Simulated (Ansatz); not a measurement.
An Ansatz (an electronic-structure program) run: SiS2 with a change (pressure 4.2 GPa); r2SCAN/PAW in Ansatz, without spin-orbit coupling.

Input:

Ansatz 0.2 input:
```yaml
crystal:
  lattice:
    - [-2.6874163597, 4.6669944339, 2.7439068471]
    - [2.6874163597, -4.6669944339, 2.7439068471]
    - [2.6874163597, 4.6669944339, -2.7439068471]
  atoms:
    - { symbol: S, position: [0.8793911077, 0.781994183, 0.6613852908] }
    - { symbol: S, position: [0.3793911077, 0.718005817, 0.0973969247] }
    - { symbol: S, position: [0.6206088923, 0.281994183, 0.9026030753] }
    - { symbol: S, position: [0.1206088923, 0.218005817, 0.3386147092] }
    - { symbol: Si, position: [0.75, 0.75, 0] }
    - { symbol: Si, position: [0.25, 0.25, 0] }
basis: { ecutwfc: 500, ecutrho_ratio: 4, xc_grid: 4, fft_grid_basis: typed }
kpoints: { mp_grid: { grid: [8, 8, 8] } }
hamiltonian:
  xc: r2scan
  dispersion: none
  pseudopotentials: { kind: paw }
scf: { occupations: { method: fermi_dirac, width: 0.05 } }
relax: { f_tol: 0.01, max_steps: 60, cell: { stress_tol: 0.02, p_target: 4.2 } }
output: { forces: true, stress: true }
checkpoint: { write: state.ck, write_every: 1000 }
```

Output (explanatory and most iteration lines left out):

```
Relaxation: its limit of steps is 60 (relax.max_steps)
Pseudopotential: S, paw, valence charge 6
Pseudopotential: Si, paw, valence charge 4
Crystal: 6 atoms, lattice volume = 137.658 Å³
Basis set: ecut = 500 eV, 3447 PW (Γ), exchange–correlation on 180×180×180 points (64 copies of the dense FFT grid, shifted against one another)
Bands: 22, of which v1, the nominal top of the filled ones, is band 16 counted from 1 (15 counted from 0)
Symmetry: 8 space group operations
Space group: Ibam (ITA 72), of the structure as read, at distance tolerance 5.2e-5 Å
k-points: 95 of 512
Functional: x = r2scan, c = r2scan; τ floored in thin density (d = 2e-4 eV/Å³)
SCF iter   1: F=—  HF=-4905.802679 eV  |F-HF|=—  |Δ(HF+E_count)|=         —  Δρ=4.69e-3  dr2=3.98e-2  dr2_τ=1.07e-1  ethr=1.77e-3  ⟨swp⟩=7.5  Hψ=13345  notcnv=0
SCF iter   2: F=—  HF=-4905.863060 eV  |F-HF|=—  |Δ(HF+E_count)|=   6.04e-2  Δρ=2.98e-3  dr2=1.16e-2  dr2_τ=1.45e-4  ethr=1.24e-4  ⟨swp⟩=2.8  Hψ=4777  notcnv=0  defer=157
SCF 1 converged in 7 iterations: F = -4905.858992 eV  dr2 = 2.71e-9
relax step   1: F+E_penalty+E_count = -4905.85899169 eV  Δ(F+E_penalty+E_count) = +0.000e0 eV  max|allowed force component| = 2.018e-3 eV/Å  Δτ_max = 0.0000 Å  P = +1.790 GPa  Ω = 137.658 Å³  (7 SCF iters, dr2 threshold 1.00e-7 eV, accepted)
[... steps on the carried basis left out ...]
relax step  10: F+E_penalty+E_count = -4905.65504673 eV  Δ(F+E_penalty+E_count) = +1.007e-3 eV  max|allowed force component| = 8.246e-5 eV/Å  Δτ_max = 0.0000 Å  P = +4.199 GPa  Ω = 126.296 Å³  stress off target by 1.35e-3 GPa  SCF on the basis re-selected at this cell (its energy is not comparable with the rows above)  (6 SCF iters)
SCF converged after 6 iterations
Free energy (F): -4905.655047 eV
Internal energy: -4905.655047 eV  (E = F + TS)
E sigma→0 (E₀):  -4905.655047 eV
Fermi energy:    5.835743 eV
--- Forces (eV/Å), atoms counted from 1 ---
  atom   1  S      0.00007671     0.00008246     0.00000000
  atom   2  S     -0.00007671     0.00008246     0.00000000
  atom   3  S      0.00007671    -0.00008246     0.00000000
  atom   4  S     -0.00007671    -0.00008246     0.00000000
  atom   5  Si     0.00000000     0.00000000     0.00000000
  atom   6  Si    -0.00000000     0.00000000     0.00000000
--- Stress (GPa, compression-positive) ---
        4.198647       0.000000       0.000000
        0.000000       4.198735       0.000000
        0.000000       0.000000       4.199159
  P = ⅓ Tr σ = 4.1988 GPa (41.988 kbar)
--- Relaxed structure (9 steps of the walk, 9 accepted, 1 SCFs on fresh bases) ---
  cell:  # Å, volume = 126.2963 Å³
    - [-2.5956908783315935, 4.481829398566978, 2.714077301349725]
    - [2.5956908783315935, -4.481829398566978, 2.714077301349725]
    - [2.5956908783315935, 4.481829398566978, -2.714077301349725]
  atoms:
    - { symbol: S, position: [0.8756716917623799, 0.771789138031669, 0.6474608297940488] }
    - { symbol: S, position: [0.37567169176237986, 0.728210861968331, 0.10388255373071088] }
    - { symbol: S, position: [0.62432830823762, 0.27178913803166904, 0.896117446269289] }
    - { symbol: S, position: [0.12432830823762007, 0.22821086196833099, 0.35253917020595105] }
    - { symbol: Si, position: [0.75, 0.75, 1.4517996418333452e-18] }
    - { symbol: Si, position: [0.25, 0.25, 1.3140151567672327e-19] }
```

Load acts through the strain it causes; cell and atoms are relaxed under it. No phonon test of stability was made. The cell was made from SiS2 (space group Ibam, No. 72; made of chains) by this change: pressure 4.2 GPa. No dispersion term is included, though the crystal is made of layers, chains or molecules, so its spacings can come out too wide.
